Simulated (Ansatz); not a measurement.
Amorphous Si24O48H2, 74 atoms at 2.16 g/cm³, one PBE-relaxed geometry, zone centre. Methods: PBE, scalar-relativistic without spin-orbit coupling (Ansatz, a quantum-chemistry and plane-wave program); r2SCAN, scalar-relativistic without spin-orbit coupling (Ansatz); HSE06, scalar-relativistic without spin-orbit coupling (Ansatz). Plane waves to 420 eV (r2SCAN 500 eV); exact exchange is cut at the cell's faces. The usual formal charges leave 2 electrons over, so the level spacing at the Fermi energy parts defect or band states and needn't be the band gap. At PBE the levels at the filled edge of the gap are localised (band-tail or defect states), and the nearest spread-out levels lie 5.1 eV apart at the zone centre. The higher rungs were started with moments on some atoms, which died out.

Preparation: random packing, a CHGNet melt and quench, and a DFT relaxation. O atoms were pushed apart under 1.9 Å during the dynamics, to hinder bonds among them. The hot cell started wider than the set density and was brought back towards it in steps. It is the lowest in DFT energy of 2 quenches. It is a model cell: composition and starting density were chosen by hand, and all elements were melted together. No dispersion term was used. A short ab initio anneal came between quench and relaxation. Its density started from a set value of 2.16 and ended at 2.16 g/cm³. The simulated quench (nominally 390 K/ps over its main leg) is rapid and tends to freeze in more defects than a deposited or slowly cooled glass has. A cell of this size samples the disorder only roughly. The volume was held where the preparation left it and the shape relaxed, at a PBE pressure of -1.3 GPa (tension). Stress components on the final sampling reach 2.5 GPa. On a 2×2×2 Γ-centred mesh force components of up to 0.18 eV/Å stay, since the relaxation ran on the zone centre alone. Cycles of charging lowered its energy after that relaxation.

The relaxation ran on the zone centre alone. At PBE the level spacing at the Fermi energy is 1.54 eV on a 2×2×2 Γ-centred mesh, and the spacing at the zone centre alone 1.67 eV.

Task: What zone-centre spacing does r2SCAN give, roughly?

Result: 2.03 eV (+0.36 eV against PBE).

Task: What zone-centre spacing does HSE06 give, roughly?

Result: 2.72 eV (+1.04 eV against PBE).

The highest filled and the lowest empty state spread over these numbers of atoms (participation numbers): PBE: 5.1 and 29.5; r2SCAN: 4.9 and 31.1; HSE06: 4.6 and 31.5.
